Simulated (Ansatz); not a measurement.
Output of an Ansatz run (abridged):

```
WARN basis.ecutwfc = 499.3289376138798 eV is below the records' recommended cutoff, and the density's cutoff is lower with it unless basis.ecutrho_ratio is …
WARN ansatz: RAYON_NUM_THREADS=1 ignored (pool sized by the plan → 1); use --threads N
basis.fft_grid_basis auto: the FFT boxes are laid along the combinations [[1, 0, 1], [0, 1, 1], [0, 0, 1]] of the cell's own vectors, 4.292, 4.292 and 6.288 Å …
Pseudopotentials: kind: paw
Pseudopotential: Al, paw, valence charge 3
Pseudopotential: La, paw, valence charge 11
Pseudopotential: Zn, paw, valence charge 12
Crystal: 5 atoms, lattice volume = 101.455 Å³
Basis set: ecut = 499.3289376138798 eV, 2581 PW (Γ), FFT grids on a1+a3, a2+a3, a3, exchange–correlation on 128×128×192 points (64 copies of the dense FFT grid, shifted against one another)
Bands: 26, of which v1, the nominal top of the filled ones, is band 21 counted from 1 (20 counted from 0)
Symmetry: 16 space group operations
Space group: I4/mmm (ITA 139), of the structure as read, at distance tolerance 4.7e-5 Å
k-points: 75 of 729
PAW frozen core: Al, regenerated for the run's functional
PAW frozen core: La, regenerated for the run's functional
PAW frozen core: Zn, regenerated for the run's functional
Initial density: superposition of atomic densities (neutral atoms: chi_scale 0, normalization atom), corrected by the library's trained network
Initial wavefunctions: pseudopotential atomic-orbital guess
Eigensolver: davidson
Functional: x = r2scan, c = r2scan; τ floored in thin density (d = 2e-4 eV/Å³)
SCF iter   1: F=—  HF=-13999.288267 eV  |F-HF|=—  |Δ(HF+E_count)|=         —  Δρ=1.37e-2  dr2=1.84e-1  dr2_τ=1.30e-2  ethr=1.77e-3  ⟨swp⟩=6.8  Hψ=10152  notcnv=0
all-band conjugate gradients solve this SCF's bands
preconditioner: auto → Kerker (q_TF=auto, 2.346 Å⁻¹)
SCF iter   2: F=—  HF=-13999.326252 eV  |F-HF|=—  |Δ(HF+E_count)|=   3.80e-2  Δρ=4.05e-3  dr2=3.03e-2  dr2_τ=6.73e-4  ethr=4.48e-4  ⟨swp⟩=2.9  Hψ=4443  notcnv=0
SCF iter   3: F=—  HF=-13999.315861 eV  |F-HF|=—  |Δ(HF+E_count)|=   1.04e-2  Δρ=3.20e-3  dr2=2.11e-2  dr2_τ=1.39e-4  ethr=7.40e-5  ⟨swp⟩=2.0  Hψ=3565  notcnv=0
SCF iter   4: F=—  HF=-13999.311313 eV  |F-HF|=—  |Δ(HF+E_count)|=   4.55e-3  Δρ=8.53e-4  dr2=1.89e-3  dr2_τ=1.51e-5  ethr=5.13e-5  ⟨swp⟩=3.1  Hψ=3835  notcnv=0
SCF iter   5: F=—  HF=-13999.311223 eV  |F-HF|=—  |Δ(HF+E_count)|=   8.94e-5  Δρ=3.04e-4  dr2=1.88e-4  dr2_τ=6.26e-7  ethr=4.62e-6  ⟨swp⟩=3.0  Hψ=4095  notcnv=0
SCF iter   6: F=—  HF=-13999.311226 eV  |F-HF|=—  |Δ(HF+E_count)|=   2.38e-6  Δρ=6.48e-5  dr2=5.36e-6  dr2_τ=5.20e-8  ethr=4.58e-7  ⟨swp⟩=2.0  Hψ=3542  notcnv=0
SCF iter   7: F=—  HF=-13999.311229 eV  |F-HF|=—  |Δ(HF+E_count)|=   2.82e-6  Δρ=2.91e-5  dr2=1.45e-6  dr2_τ=1.89e-8  ethr=1.31e-8  ⟨swp⟩=2.0  Hψ=3489  notcnv=0
SCF iter   8: F=-13999.311229 eV  HF=-13999.311229 eV  |F-HF|=6.83e-8  |Δ(HF+E_count)|=   7.21e-7  Δρ=7.51e-6  dr2=7.56e-8  dr2_τ=4.37e-10  ethr=2.44e-10  ⟨swp⟩=6.4  Hψ=11269  notcnv=0
SCF 1 converged in 8 iterations: F = -13999.311229 eV  dr2 = 7.56e-8
SCF converged after 8 iterations
Free energy (F): -13999.311229 eV
Harris-Foulkes:  -13999.311229 eV  (|F-HF|=6.83e-8)
Internal energy: -13999.262741 eV  (E = F + TS)
E sigma→0 (E₀):  -13999.286985 eV
Entropy (-TS):   -0.048488 eV (-9.698 meV/atom)
Fermi energy:    9.578145 eV
--- Per-component energies (eV) ---
  E_band       = 24.880095
  E_kinetic    = 497.471727
  E_local      = -4164.086046  (includes V_loc(G=0)·N_el)
  E_nonlocal   = 1333.106374
  E_hartree    = 1770.091080
  E_xc         = -455.747326
  E_vxc        = -333.676920  (∫ρ·V_xc dr)
  E_paw        = -10069.071714  (= ΣΔE_a)
  E_vpaw       = -865.384402  (= ΣTr[D̂ρ^β])
  E_aug_tail   = -0.000135  (compensation charges beyond the density's cutoff)
  E_vtau       = 17.261584  (kinetic-family band-sum trace: ∫τ·v_τ [+ j·A + Jᵃ·Aᵃ] dr)
  E_ewald      = -2910.609760
  E_core_change = -0.416941  (= ΣΔE_core)
  E_smearing   = -0.048488  (= −TS)
  E_closure    = -0.000000  (closes the sum)
  Σ components = -13999.311229   (vs F -13999.311229, Δ=0.00e0)
--- Forces (eV/Å), atoms counted from 1 ---
  atom   1  Al     0.00000000     0.00000000     0.00000000
  atom   2  Al    -0.00000000     0.00000000     0.00000000
  atom   3  La     0.00000000     0.00000000     0.00000000
  atom   4  Zn     0.00000000     0.00000000     0.73382056
  atom   5  Zn    -0.00000000    -0.00000000    -0.73382056
  max |Σ_I F_I| component: 3.33e-16 eV/Å
--- Stress (GPa, compression-positive) ---
       -1.177324      -0.000000       0.000000
       -0.000000      -1.177324       0.000000
        0.000000      -0.000000      -2.369892
  P = ⅓ Tr σ = -1.5748 GPa (-15.748 kbar)
  The stress holds the Pulay correction. Without it, at fixed plane waves, as pw.x and ABINIT print it: P = -1.5971 GPa
--- Band table (eV; the first three rows and the last of 75) ---
  k-point 0: bands = ["-24.2446", "-7.6421", "-7.3998", "-7.3998", "-0.0427", "1.8680", "1.8855", "1.8910", "1.9589", "1.9589", "2.0200", "2.0339", "2.0339", "2.1199", "2.1510", "5.7017", "6.0772", "7.7561", "7.7561", "9.3938", "9.5628", "11.1557", [...]
  k-point 1: bands = ["-24.2412", "-7.6327", "-7.4360", "-7.4270", "0.1800", "1.8700", "1.8781", "1.9134", "1.9442", "1.9590", "2.0291", "2.0302", "2.0370", "2.1186", "2.1601", "5.4303", "6.3241", "6.8804", "7.9310", "9.1698", "10.1538", "10.6596", [...]
  k-point 2: bands = ["-24.2327", "-7.6104", "-7.5161", "-7.4948", "0.7653", "1.8571", "1.8617", "1.9575", "1.9581", "1.9675", "2.0225", "2.0488", "2.0859", "2.1261", "2.1889", "4.9984", "5.7790", "6.6292", "7.9811", "8.7322", "8.8187", "11.5538", [...]
  k-point 74: bands = ["-24.2425", "-7.6807", "-7.4364", "-7.3989", "0.7555", "1.7775", "1.7968", "1.8374", "1.8519", "1.9853", "2.0685", "2.0721", "2.1690", "2.1825", "2.2583", "3.2432", "6.9991", "8.1316", "8.9843", "9.8506", "10.1028", "10.8016", [...]
```

The structure:

```
CELL_PARAMETERS angstrom
     -2.14600     2.14600     5.50750
      2.14600    -2.14600     5.50750
      2.14600     2.14600    -5.50750
ATOMIC_POSITIONS crystal
  Al 0.75000 0.25000 0.50000
  Al 0.25000 0.75000 0.50000
  La 0.00000 0.00000 0.00000
  Zn 0.37800 0.37800 0.00000
  Zn 0.62200 0.62200 0.00000
```

**Question.** What input produced this log?

**Answer.** Other spellings and defaults could give the same log, and not every line can be read from it. The input that was run (DFT, r2SCAN, plane waves, default PAW files made with PBE):

Ansatz 0.2 input:
```yaml
# La(AlZn)2
crystal:
  lattice:
    - [-2.146000, 2.146000, 5.507500]
    - [2.146000, -2.146000, 5.507500]
    - [2.146000, 2.146000, -5.507500]
  atoms:
    - { symbol: Al, position_ang: [0.000000, 2.146000, 2.753750] }
    - { symbol: Al, position_ang: [2.146000, 0.000000, 2.753750] }
    - { symbol: La, position_ang: [0.000000, 0.000000, 0.000000] }
    - { symbol: Zn, position_ang: [-0.000000, 0.000000, 4.163670] }
    - { symbol: Zn, position_ang: [0.000000, -0.000000, 6.851330] }
basis:
  ecutwfc: 36.7 Ry
kpoints:
  mp_grid: { grid: [9, 9, 9] }
hamiltonian:
  xc: r2scan
  pseudopotentials: { kind: paw }
scf:
  occupations: { method: fermi_dirac, width: 0.0073 Ry }
output:
  forces: true
  eigenvalues: true
  stress: true
```

The starting cell comes from a database of published, mostly measured structures (it also holds non-ambient and calculated ones), without a prior relaxation at this level. Ansatz's pressure includes its estimate of the finite-basis (Pulay) stress. The cutoff lies below the one recommended for these files.

Ansatz is a program for electronic structure.
